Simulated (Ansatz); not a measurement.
The reference is InSb in the zinc blende structure (space group F-43m, No. 216).

```xyz
2
Lattice="0.0000 3.3176 3.3176 3.3176 0.0000 3.3176 3.3176 3.3176 0.0000" Properties=species:S:1:pos:R:3 pbc="T T T"
In     0.0000     0.0000     0.0000
Sb     1.6588     1.6588     1.6588
```

Cartesian axes are those of the cell as printed.

Calculations: PBE/PAW in Ansatz (a first-principles code), no SOC.

Modification: every lattice vector is shortened by 1.00 %; the atoms relax in the strained cell.

### Question
Predict the stress tensor and what it implies for the stiffness.

### Answer
Stress of the strained cell less that of the base (GPa, compression positive):
```
    1.2     0.0     0.0
    0.0     1.2     0.0
    0.0     0.0     1.2
```

Then B = −ΔP/(ΔV/V₀) with ΔV/V₀ = -0.0297 gives secant stiffness values (nonlinear terms included at this strain): B ≈ 40 GPa.

No phonon test of stability was made. The final runs are not spin-polarised.
